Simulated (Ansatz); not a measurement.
The parent structure is MgO in the rock salt structure (space group Fm-3m, No. 225; a = 4.215 Å). Axes: x, y, z lie along the cube axes.

The values are results of Kohn–Sham DFT with the PBEsol functional, run in Ansatz (an electronic-structure program) with PAW and 420 eV plane waves, no spin-orbit coupling, earlier PAW set, not measurements.

Before the change:

The valence-band top at Γ is 0.00, 0.00, 0.00 eV and the pressure comes out as 0.00 GPa.

Now apply this change: tensile biaxial strain of 0.76 % in the plane normal to [111], as in epitaxy on a mismatched substrate; the out-of-plane cell vector and the atoms relax.

How does this affect the valence-band top at Γ?

The valence-band top at Γ (three highest levels, from the VBM) changes from 0.00, 0.00, 0.00 eV to 0.00, -0.07, -0.07 eV.

Predict the new pressure.

The pressure (mean of the normal stresses, compression positive) goes from zero to -1.91 GPa.

The levels and masses belong to the bands next to the band gap. No phonon test of stability was made.
